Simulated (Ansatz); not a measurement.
**Competing hops of O vacancy in beta Ga2O3 strained by -1.5 % along x and y, z held, charge state +2**

Consider O vacancy in beta Ga2O3 strained by -1.5 % along x and y, z held, charge state +2. Computed with PBE, PAW (plane waves to 420 eV; Ansatz, an electronic-structure program).

Cell of 120 host sites held at the strained lattice (strain from the relaxed PBE one, atoms relaxed); the Γ point alone; Fermi-Dirac width 0.01 eV, spin-restricted; finite-size errors left in. Energies are static. The charge state is imposed; whether it is stable for some Fermi level was not computed. Forms of the defect that were not tried may lie lower.

Barriers: single points on a 2×2×2 k-point mesh shifted by half a step at the bands' geometries (they differ from the bands' own by up to 0.05 eV, and are uncertain by about as much).

```
Route                                                                                 Start site over the lowest site run (eV)  Hop (Å)  Forward barrier (eV)  Backward barrier (eV)                           Neighbours at the start  Neighbours at the saddle  Saddle order  Forward, on the band's own sampling (eV)
------------------------------------------------------------------------------------  ----------------------------------------  -------  --------------------  ---------------------  ------------------------------------------------  ------------------------  ------------  ----------------------------------------
one O atom jumps into the vacancy from a nearby O site (strongly reconstructed ends)                                      0.06     2.71                  1.50                   1.56  Ga at 1.89, Ga at 1.98, Ga at 2.06, Ga at 2.21 Å  Ga at 1.85, Ga at 1.96 Å   not checked                                      1.49
one O atom jumps into the vacancy from a nearby O site (strongly reconstructed ends)                                      0.06     2.70                  1.74                   0.95              Ga at 1.86, Ga at 1.87, Ga at 1.90 Å  Ga at 1.84, Ga at 1.89 Å   not checked                                      1.70
```

Paths come from nudged elastic bands with a climbing image.   A further band (one O atom jumps into the vacancy from a nearby O site, 2.97 Å) gave 1.41 eV forward on its own sampling, 1.47 eV above the lowest site run, but a shoulder points to a second hump between its images, so it is not taken as a result. A further band (one O atom jumps into the vacancy from a nearby O site, 3.00 Å) gave 1.54 eV forward on its own sampling, 1.61 eV above the lowest site run, but a shoulder points to a second hump between its images, so it is not taken as a result.

The whole set of runs took about 11 core-hours (a rough figure).
